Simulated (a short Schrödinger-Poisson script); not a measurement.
From a short Schrödinger-Poisson script (our own, NumPy): 1D Poisson equation in equilibrium, electrons quantum, Hartree (BenDaniel-Duke, 12 states a valley, the channel's in-plane mass for all, wave functions ending at the dielectric), parabolic valleys, classical holes, full ionisation, no traps, pinning or gate leakage.

System: MOS inversion layer, Si3N4 on p-type Si(100), at 300 K.

From the gate side: 4.6 nm Si3N4; 200 nm Si, acceptors 4.5e18 cm⁻³.

The device is made up for the run: typed textbook-type constants, with dimensions and the other settings drawn at random. Si3N4: permittivity 7.5, conduction-band edge (eV) 1.95, gap (eV) 5.1, electron mass (mₑ) 0.5. Si: permittivity 11.7, conduction-band edge (eV) 0, gap (eV) 1.124, Nv at 300 K (cm⁻³) 3.1e19.

Channel valleys (confinement mass, in-plane density-of-states mass, number): Δ2 0.916, 0.19, 2; Δ4 0.19, 0.417, 4. At the gate the conduction-band edge of layer 1 lies 1.97 eV − eVg above the Fermi level of the channel; the field vanishes at the back. Gaps are held at their typed values at every temperature. Mesh 0.03 nm at interfaces.

### Question
Give the lowest subband against the Fermi level at Vg = 2.3 V (meV); the centroid of the channel electrons at Vg = 2.3 V (nm); the sheet density of all electrons at Vg = 2.3 V (cm⁻²).

### Answer
lowest subband against the Fermi level at Vg = 2.3 V (meV): -49.5; centroid of the channel electrons at Vg = 2.3 V (nm): 0.99; sheet density of all electrons at Vg = 2.3 V (cm⁻²): 8.74e12.
